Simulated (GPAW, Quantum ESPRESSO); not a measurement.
A Quantum ESPRESSO input for a self-consistent single point of ScGa5Fe (P1, 7 atoms in the cell) (DFT, PBEsol, plane waves, PseudoDojo standard norm-conserving (PBESOL) pseudopotentials):

```fortran
&CONTROL
  calculation = 'scf'
  outdir = './tmp'
  pseudo_dir = './'
  tprnfor = .true.
  tstress = .true.
/
&SYSTEM
  ibrav = 0
  nat = 7
  ntyp = 3
  ecutwfc = 90
  occupations = 'smearing'
  smearing = 'gauss'
  degauss = 0.0147
/
&ELECTRONS
  conv_thr = 1.0e-11
  mixing_beta = 0.4
/
ATOMIC_SPECIES
Sc    44.9559  Sc.upf
Ga    69.7230  Ga.upf
Fe    55.8450  Fe.upf
ATOMIC_POSITIONS {crystal}
Sc    0.0001910000   -0.0035910000   -0.0037980000
Ga   -0.0006520000    0.4941220000    0.3120130000
Ga    0.0013630000    0.5023660000    0.6930080000
Ga    0.4936270000   -0.0199430000    0.3117360000
Ga    0.4971460000    0.0251300000    0.6892880000
Ga    0.5033600000    0.4961500000   -0.0088470000
Fe    0.0049660000    0.0057660000    0.5066000000
K_POINTS {automatic}
5 5 3  0 0 0
CELL_PARAMETERS {angstrom}
   4.1174580000     0.0000000000     0.0000000000
   0.0000000000     4.1174580000     0.0000000000
   0.0000000000     0.0000000000     6.6047430000
```

Task: Translate this input to GPAW.

Result: One input that does it (others would too):

```python
from ase import Atoms
from ase.units import GPa
from gpaw import GPAW, PW

atoms = Atoms(['Sc', 'Ga', 'Ga', 'Ga', 'Ga', 'Ga', 'Fe'],
              cell=[[4.117458, 0.000000, 0.000000],
                    [0.000000, 4.117458, 0.000000],
                    [0.000000, 0.000000, 6.604743]],
              positions=[[0.000786, -0.014786, -0.025085],
                         [-0.002685, 2.034527, 2.060766],
                         [0.005612, 2.068471, 4.577140],
                         [2.032488, -0.082114, 2.058936],
                         [2.046978, 0.103472, 4.552570],
                         [2.072564, 2.042877, -0.058432],
                         [0.020447, 0.023741, 3.345963]],
              pbc=True)

calc = GPAW(mode=PW(850),
            xc='PBEsol',
            kpts=(5, 5, 3),
            occupations={'name': 'methfessel-paxton', 'width': 0.2, 'order': 0},
            nbands=-15,
            convergence={'density': 1e-05, 'energy': 1e-05},
            symmetry={'symmorphic': False, 'tolerance': 0.0005},
            maxiter=120,
            txt='-')

atoms.calc = calc

energy = atoms.get_potential_energy()
print('Energy (eV):', round(energy, 6))
forces = atoms.get_forces()
print('Forces (eV/Ang):')
print(forces.round(5))
stress = atoms.get_stress()
print('Stress (GPa, Voigt):', (stress / GPa).round(4))
```

Basis settings and potentials, where a program has them, do not carry over. This input uses DFT PBEsol, plane waves, GPAW PAW datasets PBEsol (made by gpaw-setup).

The starting cell comes from a database of computed structures (which also holds hypothetical and non-ambient phases and stackings), without a prior relaxation at this level. Its lattice was rescaled by a random factor within 2.5 % of one. For this run, on top of that: atoms moved at random.
